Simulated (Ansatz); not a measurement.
We consider Zr3N4 (I-43d, No. 220), described by PBEsol (Ansatz, a program for electronic structure, plane waves, PAW).

Settings: plane-wave cutoff 500 eV, 8×8×8 k mesh, gaussian smearing 0.02 eV, scalar-relativistic PAW data made under PBE.

Cell (relaxed at this level):

Space group I-43d (No. 220); a = b = c = 6.7025 Å, α = β = γ = 90.00°

```tsv
atom	site	symmetry	x	y	z
Zr	12a	-4..	0.0000	0.2500	0.3750
N	16c	.3.	0.0709	0.0709	0.0709
```
(The calculation used a cell of 14 atoms; values per cell refer to that cell.)

### Question
Give the computed band gap.

### Answer

- band gap: 0.75 eV (on the SCF k mesh)

Measured, for comparison: band gap 1.6 eV (temperature not stated, not corrected to a static lattice, N 1s X-ray absorption and emission; sample bears oxygen; as tabulated in Yablonskikh et al. (2013), doi:10.1002/pssa.201330338).

Note: the relaxation could not lower the start's symmetry, so the cell can be a saddle point above a distorted one.

Spin–orbit coupling is not included.

The computed numbers hold no vibrational or temperature effects.

Cost on a shared machine: roughly 4 core-minutes.
